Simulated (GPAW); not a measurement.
Worked example: self-consistent single point of HfO₂ (Fm-3m, 3 atoms in the cell) in GPAW.

Computed with PBE+U, GPAW PAW datasets PBE (gpaw-data 1.0.1) (plane waves; GPAW).

```
CELL_PARAMETERS angstrom
      0.00000     2.47255     2.47255
      2.47255     0.00000     2.47255
      2.47255     2.47255     0.00000
ATOMIC_POSITIONS crystal
  Hf 0.00000 0.00000 0.00000
  O  0.75000 0.75000 0.75000
  O  0.25000 0.25000 0.25000
```

Reference input (self-consistent single point, DFT PBE, plane waves, GPAW PAW datasets PBE (gpaw-data 1.0.1)): mode = pw; ecut = 950 eV; xc = PBE; kpts = 12 12 12; mesh shift (steps) = 0 0 0; occupations.name = fixed-uniform; nbands = -8; convergence.density = 1e-05 e/electron; convergence.energy = 1e-05 eV/electron; convergence.bands = -6; symmetry.symmorphic = false; symmetry.tolerance = 0.0005. This run's input differs from it in these lines:

```diff
@@ -15,2 +15,3 @@
             xc='PBE',
+            setups={'Hf': ':d,4.0'},
             kpts={'size': (12, 12, 12), 'gamma': True},
```

Output (repeated stretches shortened):

```
     iter     time        total  log10-change:
                         energy   eigst   dens
iter:   1 --:--:--   -29.790873   +0.62
iter:   2 --:--:--   -28.558543   -0.65  -0.86
iter:   3 --:--:--   -24.978360   -0.57  -0.91
iter:   4 --:--:--   -24.982118   -2.00  -1.30
iter:   5 --:--:--   -24.993461   -1.92  -1.42
   [... 3 lines left out ...]
iter:   9 --:--:--   -24.988392   -3.34  -2.66
iter:  10 --:--:--   -24.988757   -4.19  -3.15
iter:  11 --:--:--   -24.988378   -4.47  -2.98
iter:  12 --:--:--   -24.988376   -5.77  -4.05
iter:  13 --:--:--   -24.988376c  -7.08  -4.52
iter:  14 --:--:--   -24.988376c  -7.07  -4.58
iter:  15 --:--:--   -24.988376c  -7.93c -4.60
iter:  16 --:--:--   -24.988377c  -7.01  -4.68
iter:  17 --:--:--   -24.988376c  -7.89c -4.61
iter:  18 --:--:--   -24.988376c  -8.87c -5.11c
Converged after 18 iterations.

Dipole moment: (-0.000000, -0.000000, -0.000000) |e|*Ang

Energy contributions relative to reference atoms: (reference = -413967.819878)

Kinetic:        +43.440049
Potential:      -43.451021
External:        +0.000000
XC:             -25.418784
Entropy (-ST):   +0.000000
Local:           +0.441379
SIC:             +0.000000
--------------------------
Free energy:    -24.988376
Extrapolated:   -24.988376

Showing only first 2 kpts
 Kpt  Band  Eigenvalues  Occupancy
  0    10      9.11632    2.00000
  0    11      9.11633    2.00000
  0    12     15.35467    0.00000
  0    13     15.35467    0.00000

  1    10      9.13857    2.00000
  1    11      9.13858    2.00000
  1    12     15.46416    0.00000
  1    13     15.56851    0.00000

Fermi level: 12.17016

Gap: 4.745 eV
Transition (v -> c):
   [... lines left out ...]
No difference between direct/indirect transitions
Energy (eV): -24.988376

Forces in eV/Ang:
  0 Hf   -0.00000   -0.00000    0.00000
  1 O     0.00000   -0.00000    0.00000
  2 O     0.00000   -0.00000    0.00000

Stress tensor:
    -0.260468     0.000000     0.000000
     0.000000    -0.260468    -0.000000
     0.000000    -0.000000    -0.260468
Stress (GPa, Voigt): [-41.7315 -41.7315 -41.7315  -0.       0.       0.    ]
```

The run converged in 18 iterations. GPAW prints stress with tension positive. Against the reference run the gap on the mesh goes from 3.992 to 4.745 eV.

At such cutoffs GPAW's stress carries a finite-basis (Pulay) error, which enters relaxed cells too; its log prints stress with tension positive.

The starting cell comes from a database of computed structures (which also holds hypothetical and non-ambient phases and stackings), without a prior relaxation at this level. Its lattice was rescaled by a random factor within 2.5 % of one. Spin-orbit coupling is off. Spin polarisation is off. The U value is a test value, and with U on an open shell several self-consistent states can exist.

Cost on one core of a shared machine: roughly 40 s.
